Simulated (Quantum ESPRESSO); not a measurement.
# Short convergence ladders for CeCd2 (P6mm, 3 atoms in the cell)

```
CELL_PARAMETERS angstrom
      5.18734     0.00000     0.00000
     -2.59367     4.49237     0.00000
      0.00000     0.00000     3.22266
ATOMIC_POSITIONS crystal
  Ce 0.00000 0.00000 0.01551
  Cd 0.33333 0.66667 0.50000
  Cd 0.66667 0.33333 0.50000
```
Moments meant for the start (each program seeds them in its own way; μB, in the order of the atoms Ce Cd Cd): 1.0 0.0 0.0.

Base method: PBEsol, SSSP 1.1.2 efficiency (PBE) pseudopotentials (plane waves; Quantum ESPRESSO).

Base settings: ecutwfc = 50 Ry; ecutrho = 400 Ry; occupations = smearing; smearing = fd; degauss = 0.0073499 Ry; nspin = 2; input_dft = pbesol; potentials = {Ce: Ce.GGA-PBE-paw-v1.0.UPF, Cd: Cd.pbe-dn-rrkjus_psl.0.3.1.UPF}; K_POINTS = automatic 3 3 4 0 0 0; conv_thr = 1e-11 Ry.

The count of work is k-points × plane waves × bands × iterations; it is no time. Core times come from one kind of shared machine, to one figure; runs under 30 s give none.

**The plane-wave cutoff**

Moved along: ecutrho.

The mesh stays at the base's, so the ladder's end is converged at best in this setting alone.

Only quantities that move along the ladder and can be compared are tabulated.

```csv
ecutwfc,free energy less the last step's (meV/atom),pressure (GPa),largest difference of a force vector from the last step's (eV/Å),net moment (μB/atom),count of work / last,core time / last (rough)
17.5 Ry,32167.29,-796.54,0.799,0.300,0.13,0.2
20 Ry,14024.37,-413.22,0.099,0.310,0.21,0.4
22 Ry,6980.94,-235.32,0.059,0.333,0.17,0.3
28 Ry,719.41,-39.73,0.016,0.327,0.28,0.5
35 Ry,52.72,-5.10,0.013,0.327,0.44,0.5
50 Ry,0.00,-4.77,0.000,0.333,1.0,1
```

Coarsest ecutwfc that holds the free energy within 5 meV/atom: not settled: the last two steps still differ by 53 meV/atom, over half the tolerance, so the ladder does not show it.

Coarsest ecutwfc that holds the net moment within 0.02 μB/atom of the last step, with all finer ones: 22 Ry, at 0.17 of the last step's count of work and about 0.3 of the last step's time; the step before is off by 0.023 μB/atom.

Coarsest ecutwfc that holds the pressure within 1 GPa of the last step, with all finer ones: 35 Ry, at 0.44 of the last step's count of work; the step before is off by 35 GPa.

At the lowest cutoff the pressure lies 792 GPa under the last step's, the usual sign of Pulay stress in an incomplete plane-wave basis.

**The density cutoff**

The mesh stays at the base's, so the ladder's end is converged at best in this setting alone.

Only quantities that move along the ladder and can be compared are tabulated.

| ecutrho | free energy less the last step's (meV/atom) | largest difference of a force vector from the last step's (eV/Å) | net moment (μB/atom) | core time / last (rough) |
|---|---|---|---|---|
| 100 Ry | -3.56 | 0.025 | 0.313 | 0.2 |
| 200 Ry | -0.18 | 0.028 | 0.333 | 0.4 |
| 250 Ry | -0.35 | 0.013 | 0.327 | 0.7 |
| 400 Ry | 0.00 | 0.000 | 0.333 | 1 |

Coarsest ecutrho that holds the net moment within 0.01 μB/atom: not settled: the last two steps still differ by 0.007 μB/atom, over half the tolerance, so the ladder does not show it.

Coarsest ecutrho that holds the free energy within 1 meV/atom of the last step, with all finer ones: 200 Ry, at about 0.4 of the last step's time; the step before is off by 3.6 meV/atom.

Coarsest ecutrho that holds the forces within 0.02 eV/Å: not settled: the last two steps still differ by 0.013 eV/Å, over half the tolerance, so the ladder does not show it.

On the base run: the starting cell comes from a database of computed structures (which also holds hypothetical and non-ambient phases and stackings), without a prior relaxation at this level. Its lattice was rescaled by up to half a per cent. One atom was moved a little off its site on purpose. With one magnetic atom in the cell only a parallel order is possible. With U or open f shells several self-consistent states can exist. The f electrons are in the valence without U or exact exchange, which can misplace them near the Fermi level. Spin-orbit terms, which matter for f shells, are left out. In the base run, with a pressure of about -5 GPa the cell is away from its equilibrium volume at this level. Without a gap this mesh is coarse (it stands for a supercell whose shortest vector is 13 Å).
